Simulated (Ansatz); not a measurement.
The parent structure is MoTe2 (space group P6_3/mmc, No. 194; a = 3.497 Å, c = 13.696 Å; layered, stacked along the Cartesian z axis). Axes: x lies along a and z along c of the hexagonal cell.

Calculations: PBE-D3(BJ) (Ansatz, a quantum-chemistry and plane-wave program, PAW, no spin-orbit coupling).

For the base:

| Property | Result |
|---|---|
| Pressure | 0.00 GPa |
| Band gap | 0.60 eV |
| Shortest interatomic distance | 2.716 Å |
| Gap character | indirect, Γ → K–Γ (44 % along) |

Perturbation: uniaxial strain ε_zz = −1.20 %, all other strain components held at zero; the atoms relax in the strained cell.

### Question
Predict the new pressure, energy relative to the base, band gap, shortest interatomic distance and gap character.

### Answer
The pressure (mean of the normal stresses, compression positive) goes from zero to 0.44 GPa; the energy rises by 0.8 meV/atom; the band gap decreases by 0.097 eV (0.60 eV → 0.51 eV); the shortest interatomic distance decreases by 0.0025 Å, from 2.716 Å to 2.714 Å; the gap character changes from indirect, Γ → K–Γ (44 % along) to indirect, K–Γ (81 % along) → K–Γ (44 % along).

Spin-orbit coupling, missing from the scalar runs, can matter with Te. Whether these cells are dynamically stable was not tested. The D3 term's C6 switches between coordination references near this geometry, which can add small steps to energies.
